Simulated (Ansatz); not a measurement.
Candidates (primitive cells; geometry: cell and atoms relaxed with PBEsol):
A. Rb2PtCl6 (Fm-3m), a = b = c = 6.999 Å, α = β = γ = 60.00°
B. RbCl (Fm-3m), a = b = c = 4.627 Å, α = β = γ = 60.00°
C. RbLaS2 (R-3m), a = 7.9343 Å, b = 7.9343 Å, c = 7.9343 Å, α = 31.20°, β = 31.20°, γ = 31.20°
D. Rb2PtC2 (P-3m1), a = 5.340 Å, b = 5.340 Å, c = 5.197 Å, α = 90.00°, β = 90.00°, γ = 120.00°

Question: Put the candidates in order of band gap, highest first, for Ansatz (a first-principles code) with PBEsol, rigid bands.

Answer: B (4.90 eV), C (2.52 eV), A (1.80 eV), D (1.06 eV)

Spin-orbit coupling is left out.

Formula and space group known from diffraction (Crystallography Open Database), not checked to be the room-temperature form: Rb2PtC2 (P-3m1), Rb2PtCl6 (Fm-3m), RbLaS2 (R-3m). The missing spin-orbit coupling matters most for Rb2PtC2 (P-3m1), Rb2PtCl6 (Fm-3m).
